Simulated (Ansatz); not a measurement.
The reference is InAs in the zinc blende structure (space group F-43m, No. 216; a = 6.186 Å).

Structures relaxed with PBE (Ansatz, a first-principles code, PAW, no spin-orbit coupling).

Base:

Simulated powder pattern, Cu Kα1, λ = 1.54056 Å (kinematic, ideal powder, no thermal factors, no anomalous dispersion; the 8 strongest lines at most, above 2 %, up to 2θ = 90°):

```csv
2θ (°),I/Imax (%),hkl
24.91,100,(111)
41.24,75,(220)
48.78,47,(311)
59.74,12,(400)
65.74,19,(331)
75.18,24,(422)
80.63,14,(333)
89.55,8.0,(440)
```

The change: full substitution As → P; the structure is relaxed again.

Problem. How do the reflections move or split?

Solution. 
Simulated powder pattern, Cu Kα1, λ = 1.54056 Å (kinematic, ideal powder, no thermal factors, no anomalous dispersion; the 8 strongest lines at most, above 2 %, up to 2θ = 90°):

```json
[
 {"2θ (°)": "25.87", "I/Imax (%)": "100", "hkl": "(111)"},
 {"2θ (°)": "29.96", "I/Imax (%)": "26", "hkl": "(200)"},
 {"2θ (°)": "42.89", "I/Imax (%)": "56", "hkl": "(220)"},
 {"2θ (°)": "50.77", "I/Imax (%)": "46", "hkl": "(311)"},
 {"2θ (°)": "62.26", "I/Imax (%)": "8.9", "hkl": "(400)"},
 {"2θ (°)": "68.58", "I/Imax (%)": "18", "hkl": "(331)"},
 {"2θ (°)": "78.57", "I/Imax (%)": "18", "hkl": "(422)"},
 {"2θ (°)": "84.38", "I/Imax (%)": "14", "hkl": "(511)"}
]
```

The indices refer to each structure's own conventional cell; one index is shown for lines that coincide.

Whether these cells are dynamically stable was not tested. All final runs are without spin polarisation.
